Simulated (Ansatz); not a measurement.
Question: Name crystals whose logarithmic mean phonon energy lies between 19 and 30 meV and whose resistivity at 300 K lies between 28 and 44 μΩ·cm, by PBEsol, DFPT electron-phonon coupling, linearised Boltzmann equation run with Ansatz (an electronic-structure program).

Answer: Many crystals can fit; among those computed here:
- YAl$_{2}$ (Fd-3m): 21 meV, 34 μΩ·cm
- NbSi2 (P6_222): 28 meV, 34 μΩ·cm
- TiS (P6_3/mmc): 24 meV, 35 μΩ·cm
- YSi (Cmcm): 22 meV, 38 μΩ·cm
- ScGe (Cmcm): 20 meV, 32 μΩ·cm

Metals; harmonic phonons alone scatter; means over directions. Halving the electron mesh moves these values by up to 11 %; q meshes are mostly untested. Some of the runs warned that the eigensolver left states short of its tolerance. Spin-orbit coupling is left out.

Formula and space group known from diffraction (Crystallography Open Database), not checked to be the room-temperature form: TiS (P6_3/mmc).
